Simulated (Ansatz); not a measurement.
C (model structure, P4₂/ncm, No. 138, 12 atoms in the cell)

Computed with PBEsol (Ansatz, a program for electronic structure, plane waves, PAW).

Numerical settings: plane-wave cutoff 520 eV, 10×10×6 k mesh (along the axes of the cell as run), Fermi–Dirac smearing 0.01 eV, scalar-relativistic PAW data made under PBE.

Cell (relaxed with PBEsol):

```
CELL_PARAMETERS angstrom
      3.41068     0.00000     0.00000
      0.00000     3.41068     0.00000
      0.00000     0.00000     6.05550
ATOMIC_POSITIONS crystal
  C  0.83210 0.33210 0.35954
  C  0.16790 0.66790 0.35954
  C  0.16790 0.33210 0.85954
  C  0.83210 0.66790 0.85954
  C  0.66790 0.83210 0.64046
  C  0.33210 0.16790 0.64046
  C  0.33210 0.83210 0.14046
  C  0.66790 0.16790 0.14046
  C  0.00000 0.00000 0.50000
  C  0.50000 0.50000 0.00000
  C  0.50000 0.50000 0.50000
  C  0.00000 0.00000 0.00000
```

- band gap: 3.58 eV (indirect)
- smallest direct gap on the k points sampled: 4.79 eV
- Γ–Γ gap: 4.89 eV

Note: the relaxation could raise the start's symmetry but not lower it, so the cell can be a saddle point.

The computed numbers hold no vibrational or temperature effects.

A model structure was made by putting elements into a prototype or built by hand; it is no filed structure, need not be a known phase, and can be a saddle point held by its symmetry.
